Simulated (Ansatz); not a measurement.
# BP in the rock salt structure (space group Fm-3m, No. 225; a hypothetical phase, not in the database extracts checked)

```cif
data_B4P4
_chemical_formula_sum 'P4 B4'
_space_group_name_H-M_alt 'Fm-3m'
_space_group_IT_number 225
_space_group_name_Hall '-F 4 2 3'
_cell_length_a 4.28867
_cell_length_b 4.28867
_cell_length_c 4.28867
_cell_angle_alpha 90.000
_cell_angle_beta 90.000
_cell_angle_gamma 90.000
loop_
_atom_site_label
_atom_site_type_symbol
_atom_site_symmetry_multiplicity
_atom_site_Wyckoff_symbol
_atom_site_fract_x
_atom_site_fract_y
_atom_site_fract_z
_atom_site_occupancy
P1 P 4 a 0.00000 0.00000 0.00000 1
B1 B 4 b 0.50000 0.50000 0.50000 1
```
(The calculation used a cell of 2 atoms; values per cell refer to that cell.)

Method: plane-wave PAW DFT at the PBEsol level (Ansatz, an electronic-structure program, 420 eV), no SOC. Settings: 19×19×19 k-points, 0.05 eV Fermi–Dirac smearing.

```json
{
 "volume_per_atom": "9.86 Å³",
 "density": "3.52 g/cm³",
 "band_gap": "zero",
 "total_energy": "-445.810 eV/atom (σ→0; compares only within this code and set-up)"
}
```

No phonon test of stability was made. The final runs are not spin-polarised.
